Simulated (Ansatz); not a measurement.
Take AlN in the zinc blende structure (space group F-43m, No. 216) as the base.

```yaml
crystal:
  lattice:
    - [0.00000, 2.20159, 2.20159]
    - [2.20159, 0.00000, 2.20159]
    - [2.20159, 2.20159, 0.00000]
  atoms:
    - { symbol: Al, position: [0.00000, 0.00000, 0.00000] }
    - { symbol: N, position: [0.25000, 0.25000, 0.25000] }
```

Cartesian axes are those of the cell as printed.

Computed with PBE (Ansatz, a quantum-chemistry and plane-wave program), scalar-relativistic without spin-orbit coupling.

It is then changed as follows: every lattice vector is stretched by 1.50 %; the atoms relax in the strained cell.

Q: Predict the stress tensor and what it implies for the stiffness.

A: Stress of the strained cell less that of the base (GPa, compression positive):
```
  -7.88    0.00    0.00
   0.00   -7.88    0.00
   0.00    0.00   -7.88
```

Then B = −ΔP/(ΔV/V₀) with ΔV/V₀ = 0.0457 gives secant stiffness values (nonlinear terms included at this strain): B ≈ 173 GPa.

As a check, the harmonic strain energy −½ V₀ Δσ:ε is 12 meV/atom; the computed energy rise is 12 meV/atom.

Whether these cells are dynamically stable was not tested. This is not the structure that AlN has at room temperature and ambient pressure.
